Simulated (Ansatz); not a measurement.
We consider SnS (Cmcm, No. 63, 4 atoms in the cell; start mp-1379; a measured phase of this formula has another space group), described by PBE0 (Ansatz, a program for electronic structure, plane waves, PAW).

Run with plane-wave cutoff 500 eV, 6×6×4 k mesh (along the axes of the cell as run), gaussian smearing 0.02 eV, scalar-relativistic PAW data made under PBE.

Cell (relaxed with PBEsol):

Space group Cmcm (No. 63); a = 3.722 Å, b = 11.200 Å, c = 5.655 Å, α = β = γ = 90.00°

```json
[
 {"atom": "Sn", "site": "4c", "symmetry": "m2m", "x": "0.0000", "y": "0.1481", "z": "0.2500"},
 {"atom": "S", "site": "4c", "symmetry": "m2m", "x": "0.0000", "y": "0.1919", "z": "0.7500"}
]
```
(The calculation used a cell of 4 atoms; values per cell refer to that cell.)

Task: Give the computed band gap.

Result: 
band gap: 1.85 eV (on the SCF k mesh)

Note: cell and atoms aren't relaxed at this level (pressure 0.8 GPa); the cell has widely spaced layers and the level no dispersion term, so their spacing and the moduli can rest on weak binding.

Spin–orbit coupling is not included.

Static lattice: no zero-point or thermal effects.

A start named mp-… is a Materials Project structure, which need not be a measured phase.
